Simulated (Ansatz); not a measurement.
Defect migration in zinc-blende CuI: I vacancy, charge state +1. The step: one I atom jumps into the vacancy from a nearby I site; the atom moves 4.38 Å along (0.00, -0.51, -0.51) of the unit cell; the moving atom starts with neighbours Cu at 2.54, Cu at 2.63, 2 Cu at 2.64 Å and ends with Cu at 2.53, Cu at 2.63, 2 Cu at 2.64 Å. DFT values are from Ansatz (plane-wave PAW, 420 eV unless said) in a cell of 64 host sites, spin-restricted, static, with no finite-size correction. The charge state is imposed; whether it is stable for some Fermi level was not computed. Forms of the defect that were not tried may lie lower. For the PBE band: the saddle point's order was not checked.

```json
[
 {"Level": "CHGNet universal potential (has no charge state), its own band", "Forward barrier (eV)": "0.69", "Cost of the band or of the saddle's single point": "-"},
 {"Level": "PBE, one k-point at (0.250, 0.250, 0.250), band relaxed", "Forward barrier (eV)": "1.02", "Cost of the band or of the saddle's single point": "about 8 core-hours (a rough figure)"},
 {"Level": "PBE, a 2×2×2 k-point mesh shifted by half a step, same geometries", "Forward barrier (eV)": "1.04", "Cost of the band or of the saddle's single point": "around 18 core-minutes (rough)"},
 {"Level": "r2SCAN at 500 eV, one k-point at (0.250, 0.250, 0.250), same geometries", "Forward barrier (eV)": "…", "Cost of the band or of the saddle's single point": "about 8 core-minutes (a rough figure)"}
]
```

Task: Complete the blanks.

Result: 
- r2SCAN at 500 eV, one k-point at (0.250, 0.250, 0.250), same geometries, Forward barrier (eV): 1.10

Ansatz is a quantum-chemistry and plane-wave program.
